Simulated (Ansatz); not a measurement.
Pressure series in KTaO3

Take KTaO3 in the cubic perovskite structure (space group Pm-3m, No. 221; a = 3.990 Å) as the base.

Cell and atoms are relaxed at each pressure.

Computed with r2SCAN in Ansatz (plane waves to 500 eV, PAW, without spin-orbit coupling).

Base values:

The band gap is 2.63 eV.

Q: The aim is a band gap between 2.92 eV and 3.25 eV. Which of these changes reaches it?
A) pressure 4.2 GPa
B) pressure 60 GPa
C) pressure −1 GPa

A: B, pressure 60 GPa. It gives 3.07 eV; pressure −1 GPa gives 2.61 eV; pressure 4.2 GPa gives 2.68 eV. Changes not listed may reach it too

With Ta present, leaving out spin-orbit coupling can change the band edges. Load acts through the strain it causes; cell and atoms are relaxed under it. Whether these cells are dynamically stable was not tested. No other phases were tried under pressure.

Ansatz is a program for electronic structure.
